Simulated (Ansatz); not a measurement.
## BN: response to strain

Base system: BN in the zinc blende structure (space group F-43m, No. 216).

```
BN
1.0
    0.00000     1.80285     1.80285
    1.80285     0.00000     1.80285
    1.80285     1.80285     0.00000
N B
1 1
Cartesian
  2.70427   2.70427   2.70427
  0.00000   0.00000   0.00000
```

Cartesian axes are those of the cell as printed.

Strains are applied to the cell and any free atomic positions relax; under stress the whole cell relaxes.

All numbers come from PBEsol in Ansatz (plane waves to 420 eV, PAW, no SOC).

Candidates:
(a) isotropic strain −4.00 %
(b) uniaxial stress, 2 GPa tension along z
(c) uniaxial strain ε_yy = +5.26 %

Notes on the quantities. energy relative to the base: free energy F.

Problem. Order them by energy relative to the base, lowest first.

Solution. (b) uniaxial stress, 2 GPa tension along z (+0.1 meV/atom), (c) uniaxial strain ε_yy = +5.26 % (+39 meV/atom), (a) isotropic strain −4.00 % (+113 meV/atom)

Beyond what the load breaks, stability against distortions was not tested.

Ansatz is a quantum-chemistry and plane-wave program.
